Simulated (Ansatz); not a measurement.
Base system: Ti in the hcp (Mg type) structure (space group P6_3/mmc, No. 194; a = 2.902 Å, c = 4.593 Å; relaxed with 0.1 eV smearing). Axes: x lies along a and z along c of the hexagonal cell.

All numbers come from PBEsol, PAW, 420 eV (Ansatz, a quantum-chemistry and plane-wave program; no spin-orbit coupling).

Strains are applied to the cell and any free atomic positions relax.

One change was made to it. Results:

The energy grows by 4.0 meV/atom; the pressure (mean of the normal stresses, compression positive) goes from zero to -2.3 GPa.

**Question.** Which of these changes matches the shifts?
A. uniaxial strain ε_zz = +2.50 %
B. uniaxial strain ε_zz = +1.00 %
C. uniaxial strain ε_zz = +2.00 %

**Answer.** C, uniaxial strain ε_zz = +2.00 %. For comparison, the energy relative to the base in the other runs: uniaxial strain ε_zz = +2.50 % gives +6.2 meV/atom; uniaxial strain ε_zz = +1.00 % gives +1.0 meV/atom.

No phonon test of stability was made. The final runs are not spin-polarised.
